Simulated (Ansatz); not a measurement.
A15 Nb₃Sn (cubic form, which distorts at low temperature) was calculated with PBE-D4 in Ansatz (PAW).

Settings: plane-wave cutoff 520 eV, 10×10×10 k mesh, Fermi–Dirac smearing 0.05 eV, no spin polarisation, scalar-relativistic PAW data made under PBE.

Results at a series of volumes:

```json
[
 {"V (Å³/atom)": "17.334", "E − E_lowest (meV/atom)": "39.08", "P (GPa)": "11.93"},
 {"V (Å³/atom)": "17.703", "E − E_lowest (meV/atom)": "16.76", "P (GPa)": "7.54"},
 {"V (Å³/atom)": "18.072", "E − E_lowest (meV/atom)": "4.05", "P (GPa)": "3.57"},
 {"V (Å³/atom)": "18.441", "E − E_lowest (meV/atom)": "0.00", "P (GPa)": "0.00"},
 {"V (Å³/atom)": "18.810", "E − E_lowest (meV/atom)": "3.76", "P (GPa)": "-3.21"},
 {"V (Å³/atom)": "19.179", "E − E_lowest (meV/atom)": "14.56", "P (GPa)": "-6.12"},
 {"V (Å³/atom)": "19.547", "E − E_lowest (meV/atom)": "31.70", "P (GPa)": "-8.73"}
]
```

Problem. What bulk modulus B0 and pressure derivative B′ does a third-order Birch–Murnaghan fit give?

Solution. V0 = 18.441 Å³/atom, B0 = 169 GPa, B′ = 4.2 (fit to the energies at full precision).

Measured, for comparison: bulk modulus 165 GPa (4 K, zero-point motion not removed; as tabulated in Lu and Klein (1997), arXiv:cond-mat/9704251); equilibrium volume per atom 18.49 Å³/atom (temperature not stated, no zero-point or thermal correction; as tabulated in Priinits et al. (2024), arXiv:2406.00817). Computed (rounded) less measured: bulk modulus +2 %, equilibrium volume per atom -0.3 %.

Note: symmetry holds this phase in the static calculation, where it need not be a minimum.

Spin–orbit coupling is not included.

The computed numbers hold no vibrational or temperature effects.

Cost on a shared machine: very roughly 4 core-minutes.

Ansatz is a first-principles code.
